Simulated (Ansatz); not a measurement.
The parent structure is SnTe in the rock salt structure (space group Fm-3m, No. 225; a = 6.289 Å).

The values are results of PBEsol in Ansatz (plane waves to 420 eV, PAW, scalar-relativistic without spin-orbit coupling), not measurements.

Base values:

| Property | Result |
|---|---|
| Lattice parameter a | 628.9 pm |

One thing is altered: cell and atoms relaxed at a pressure of 4.5 GPa.

How does this affect the lattice parameter a?

The lattice parameter a decreases by 16.55 pm (628.9 pm → 612.4 pm).

Load acts through the strain it causes; cell and atoms are relaxed under it. Stability against distortions was not tested.

Ansatz is a quantum-chemistry and plane-wave program.
